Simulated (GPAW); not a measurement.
Band structure of InHO2 (Pmn2_1, 8 atoms in the cell).

```yaml
crystal:
  lattice:
    - [3.29850, 0.00000, 0.00000]
    - [0.00000, 4.59052, 0.00000]
    - [0.00000, 0.00000, 5.30213]
  atoms:
    - { symbol: In, position: [0.00000, 0.72794, 0.00035] }
    - { symbol: In, position: [0.50000, 0.27206, 0.50035] }
    - { symbol: H, position: [0.00000, 0.80110, 0.47911] }
    - { symbol: H, position: [0.50000, 0.19890, 0.97911] }
    - { symbol: O, position: [0.00000, 0.52282, 0.63851] }
    - { symbol: O, position: [0.50000, 0.47718, 0.13851] }
    - { symbol: O, position: [0.00000, 0.98158, 0.36403] }
    - { symbol: O, position: [0.50000, 0.01842, 0.86403] }
```

Level of theory: LDA (Perdew-Wang 92), GPAW PAW datasets LDA (gpaw-data 1.0.1) (plane waves; GPAW).

Settings: mode = pw; ecut = 950 eV; xc = LDA; kpts = 7 5 4; mesh shift (steps) = 0 0 0; occupations.name = fermi-dirac; occupations.width = 0.01 eV; nbands = -8; convergence.density = 1e-05 e/electron; convergence.bands = -6; symmetry.symmorphic = false; symmetry.tolerance = 0.0005; maxiter = 150; bandpath_npoints = 40.

The starting cell comes from a database of computed structures (which also holds hypothetical and non-ambient phases and stackings), without a prior relaxation at this level.

**Question.** Predict the gap along the standard path and the places of the band edges.

**Answer.** The gap along the path is 1.88 eV, direct at Γ to within 0.01 eV.

Levels in eV from the top of the valence band on the SCF mesh, bands 23 to 30:
| point | 23 | 24 | 25 | 26 | 27 | 28 | 29 | 30 |
|---|---|---|---|---|---|---|---|---|
| Γ | -0.38 | -0.09 | -0.07 | 0.00 | 1.88 | 6.63 | 6.89 | 7.99 |
| X | -1.60 | -1.60 | -0.43 | -0.43 | 6.29 | 6.29 | 9.02 | 9.02 |
| S | -0.58 | -0.58 | -0.24 | -0.24 | 6.49 | 6.49 | 8.72 | 8.72 |
| Y | -0.64 | -0.49 | -0.23 | -0.20 | 4.42 | 4.68 | 6.71 | 6.81 |
| Z | -0.67 | -0.67 | -0.09 | -0.09 | 4.68 | 4.68 | 8.87 | 8.87 |
| U | -0.52 | -0.52 | -0.12 | -0.12 | 6.51 | 6.51 | 7.35 | 7.35 |
| R | -1.13 | -1.13 | -0.43 | -0.43 | 5.75 | 5.75 | 8.39 | 8.39 |
| T | -0.46 | -0.46 | -0.38 | -0.38 | 5.54 | 5.54 | 6.54 | 6.54 |
